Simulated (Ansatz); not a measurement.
## What isotropic strain −5.95 % does to TiAl

Base system: TiAl (space group P4/mmm, No. 123; a = 2.824 Å, c = 4.071 Å).

Perturbation: the cell is scaled by 0.9405 in all directions; the atoms relax in the strained cell.

Level of theory: Ansatz (a program for electronic structure), PBE, PAW, cutoff 420 eV, no SOC. Settings: 16×16×12 k-points, 0.05 eV Fermi–Dirac smearing.

Volume per atom: 13.51 Å³ (base 16.24 Å³)
Space group: P4/mmm (No. 123) (base P4/mmm (No. 123))
Energy relative to the base (free energy F): +0.219 eV/atom
Pressure (mean of the normal stresses, compression positive): 29.8 GPa (base 0.0 GPa)
Band gap: zero (base zero)

Final structure:

```
TiAl
1.0
    2.65622     0.00000     0.00000
    0.00000     2.65622     0.00000
    0.00000     0.00000     3.82858
Al Ti
1 1
Direct
  0.50000   0.50000   0.50000
  0.00000   0.00000   0.00000
```

Whether these cells are dynamically stable was not tested. All final runs are without spin polarisation.
